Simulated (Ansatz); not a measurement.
# ZnCu2GeS4 under a change: Zn → Ga

Take ZnCu$_{2}$GeS$_{4}$ (space group I-4, No. 82; a = 5.2666 Å, c = 10.4851 Å) as the base.

Modification: full substitution Zn → Ga, then cell and atoms are relaxed.

Level of theory: DFT with PBEsol, PAW potentials and a 420 eV plane-wave cutoff in Ansatz (a program for electronic structure), without spin-orbit coupling. Settings: 12×12×12 k-points, 0.05 eV Fermi–Dirac smearing, for the changed cell.

```json
[
 {"quantity": "volume per atom", "base": "18.18 Å³", "changed": "19.12 Å³", "shift": "+0.945 Å³"},
 {"quantity": "density", "base": "4.49 g/cm³", "changed": "4.32 g/cm³", "shift": "-0.175 g/cm³"},
 {"quantity": "lattice parameter a", "base": "5.267 Å", "changed": "5.343 Å", "shift": "+0.0765 Å"},
 {"quantity": "c/a ratio", "base": "1.991", "changed": "2.006", "shift": "+0.015"},
 {"quantity": "space group", "base": "I-4 (No. 82)", "changed": "I-4 (No. 82)", "shift": "–"},
 {"quantity": "shortest interatomic distance", "base": "2.256 Å", "changed": "2.254 Å", "shift": "-0.002 Å"},
 {"quantity": "band gap", "base": "0.60 eV", "changed": "zero", "shift": "–"}
]
```

Final structure:

```yaml
crystal:
  lattice:
    - [-2.67157, 2.67157, 5.35830]
    - [2.67157, -2.67157, 5.35830]
    - [2.67157, 2.67157, -5.35830]
  atoms:
    - { symbol: Cu, position: [0.00000, 0.00000, 0.00000] }
    - { symbol: Cu, position: [0.75000, 0.25000, 0.50000] }
    - { symbol: Ga, position: [0.25000, 0.75000, 0.50000] }
    - { symbol: Ge, position: [0.50000, 0.50000, 0.00000] }
    - { symbol: S, position: [0.63767, 0.63333, 0.53005] }
    - { symbol: S, position: [0.10328, 0.10762, 0.46995] }
    - { symbol: S, position: [0.36667, 0.89672, 0.00434] }
    - { symbol: S, position: [0.89238, 0.36233, 0.99566] }
```

Cost of the whole job for the changed cell (relaxation, final SCF and bands): around 13 core-minutes (rough).

Whether these cells are dynamically stable was not tested. As relaxed here, GaCu2GeS4 is a hypothetical phase, not in the database extracts checked. All final runs are without spin polarisation. An odd electron count without spin: GaCu2GeS4.
